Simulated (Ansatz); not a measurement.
Hypothetical P6_3/mmc SnSe2: pressure series

Base system: SnSe$_{2}$ in the 2H-MoS2 type structure (space group P6_3/mmc, No. 194; a = 3.833 Å, c = 11.505 Å; a hypothetical phase, not in the database extracts checked; layered, stacked along the Cartesian z axis).

Cell and atoms are relaxed at each pressure.

Level of theory: PBE-D3(BJ) in Ansatz (plane waves to 420 eV, PAW, no spin-orbit coupling), earlier PAW set.

Two rows of this table had their results exchanged by mistake.

```tsv
pressure	volume per atom (Å³)	shortest distance (Å)	band gap
pressure −1 GPa	24.88	2.826	zero
pressure 0.3 GPa	24.27	2.811	zero
pressure 0.7 GPa	24.10	2.806	zero
pressure 1.5 GPa	21.36	2.726	zero
pressure 3 GPa	23.24	2.782	zero
pressure 5 GPa	22.61	2.764	zero
pressure 7.5 GPa	21.94	2.744	zero
pressure 10 GPa	23.78	2.797	zero
```

Question: Which two?

Answer: The rows for pressure 1.5 GPa and pressure 10 GPa: the volume has to fall steadily with pressure, so 23.78 Å³ belongs to pressure 1.5 GPa and 21.36 Å³ to pressure 10 GPa.

Load acts through the strain it causes; cell and atoms are relaxed under it. Whether these cells are dynamically stable was not tested. Competing high-pressure phases were not computed. All final runs are without spin polarisation.

Ansatz is a quantum-chemistry and plane-wave program.
